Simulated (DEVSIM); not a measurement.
System: abrupt Si p-n junction, at 300 K.

| layer (left to right) | material | thickness (μm) | Nd (cm⁻³) | Na (cm⁻³) | τn (s) | τp (s) |
|---|---|---|---|---|---|---|
| 1 | Si | 0.110 | - | 7.1e18 | 1.1e-6 | 1.1e-6 |
| 2 | Si | 120 | 2.4e17 | - | 1.1e-6 | 1.1e-6 |

Left contact: ohmic. Right contact: ohmic. Voltage is applied to the left contact. Recombination: SRH at mid-gap, radiative. Mobility is constant in doping.

The device is made up for the run: typed textbook-type constants, with dimensions and the other settings drawn at random. Values at 300 K.

```
parameter           Si
-------------  -------
gap (eV)         1.124
affinity (eV)     4.05
permittivity      11.7
Nc (cm⁻³)      2.86e19
Nv (cm⁻³)       3.1e19
μn (cm²/Vs)       1417
μp (cm²/Vs)        470
B (cm³/s)      4.7e-15
```

Model (solved in DEVSIM): 1D drift-diffusion, Boltzmann statistics, complete ionisation; no tunnelling, impact ionisation, image-force lowering or self-heating.

Problem. Tabulate band edges, carrier densities and field at 0.9 V on the left contact.

Solution. Energies count from the Fermi level of the right contact; mesh points crowd at the junctions.

```json
[
 {"x (μm)": "0.000", "Ec (eV)": "0.186", "Ev (eV)": "-0.938", "n (cm⁻³)": "< 1e2", "p (cm⁻³)": "7.1e18", "field (V/cm)": "≈ 0"},
 {"x (μm)": "0.02497", "Ec (eV)": "0.186", "Ev (eV)": "-0.938", "n (cm⁻³)": "1.7e14", "p (cm⁻³)": "7.1e18", "field (V/cm)": "≈ 0"},
 {"x (μm)": "0.06145", "Ec (eV)": "0.186", "Ev (eV)": "-0.938", "n (cm⁻³)": "4.2e14", "p (cm⁻³)": "7.1e18", "field (V/cm)": "≈ 0"},
 {"x (μm)": "0.09496", "Ec (eV)": "0.186", "Ev (eV)": "-0.938", "n (cm⁻³)": "6.5e14", "p (cm⁻³)": "7.1e18", "field (V/cm)": "-17"},
 {"x (μm)": "0.1252", "Ec (eV)": "0.057", "Ev (eV)": "-1.067", "n (cm⁻³)": "1.1e17", "p (cm⁻³)": "4.9e16", "field (V/cm)": "-26000"},
 {"x (μm)": "0.1746", "Ec (eV)": "0.035", "Ev (eV)": "-1.089", "n (cm⁻³)": "2.6e17", "p (cm⁻³)": "2.0e16", "field (V/cm)": "-50"},
 {"x (μm)": "0.2864", "Ec (eV)": "0.035", "Ev (eV)": "-1.089", "n (cm⁻³)": "2.6e17", "p (cm⁻³)": "2.0e16", "field (V/cm)": "≈ 0"},
 {"x (μm)": "0.6891", "Ec (eV)": "0.035", "Ev (eV)": "-1.089", "n (cm⁻³)": "2.6e17", "p (cm⁻³)": "2.0e16", "field (V/cm)": "≈ 0"},
 {"x (μm)": "1.450", "Ec (eV)": "0.035", "Ev (eV)": "-1.089", "n (cm⁻³)": "2.6e17", "p (cm⁻³)": "2.0e16", "field (V/cm)": "≈ 0"},
 {"x (μm)": "3.048", "Ec (eV)": "0.037", "Ev (eV)": "-1.087", "n (cm⁻³)": "2.6e17", "p (cm⁻³)": "1.9e16", "field (V/cm)": "≈ 0"},
 {"x (μm)": "6.784", "Ec (eV)": "0.039", "Ev (eV)": "-1.085", "n (cm⁻³)": "2.6e17", "p (cm⁻³)": "1.8e16", "field (V/cm)": "≈ 0"},
 {"x (μm)": "20.24", "Ec (eV)": "0.049", "Ev (eV)": "-1.075", "n (cm⁻³)": "2.5e17", "p (cm⁻³)": "1.5e16", "field (V/cm)": "≈ 0"},
 {"x (μm)": "45.68", "Ec (eV)": "0.067", "Ev (eV)": "-1.056", "n (cm⁻³)": "2.5e17", "p (cm⁻³)": "9.5e15", "field (V/cm)": "≈ 0"},
 {"x (μm)": "84.82", "Ec (eV)": "0.097", "Ev (eV)": "-1.027", "n (cm⁻³)": "2.4e17", "p (cm⁻³)": "4.5e15", "field (V/cm)": "≈ 0"},
 {"x (μm)": "107.9", "Ec (eV)": "0.114", "Ev (eV)": "-1.010", "n (cm⁻³)": "2.4e17", "p (cm⁻³)": "1.8e15", "field (V/cm)": "≈ 0"},
 {"x (μm)": "114.7", "Ec (eV)": "0.119", "Ev (eV)": "-1.005", "n (cm⁻³)": "2.4e17", "p (cm⁻³)": "8.8e14", "field (V/cm)": "≈ 0"},
 {"x (μm)": "117.7", "Ec (eV)": "0.122", "Ev (eV)": "-1.002", "n (cm⁻³)": "2.4e17", "p (cm⁻³)": "4.0e14", "field (V/cm)": "≈ 0"},
 {"x (μm)": "119.1", "Ec (eV)": "0.123", "Ev (eV)": "-1.001", "n (cm⁻³)": "2.4e17", "p (cm⁻³)": "1.8e14", "field (V/cm)": "≈ 0"},
 {"x (μm)": "119.8", "Ec (eV)": "0.123", "Ev (eV)": "-1.001", "n (cm⁻³)": "2.4e17", "p (cm⁻³)": "5.7e13", "field (V/cm)": "≈ 0"},
 {"x (μm)": "120.0", "Ec (eV)": "0.123", "Ev (eV)": "-1.000", "n (cm⁻³)": "2.4e17", "p (cm⁻³)": "2.3e13", "field (V/cm)": "≈ 0"},
 {"x (μm)": "120.1", "Ec (eV)": "0.124", "Ev (eV)": "-1.000", "n (cm⁻³)": "2.4e17", "p (cm⁻³)": "8.3e12", "field (V/cm)": "≈ 0"},
 {"x (μm)": "120.1", "Ec (eV)": "0.124", "Ev (eV)": "-1.000", "n (cm⁻³)": "2.4e17", "p (cm⁻³)": "480", "field (V/cm)": "≈ 0"}
]
```
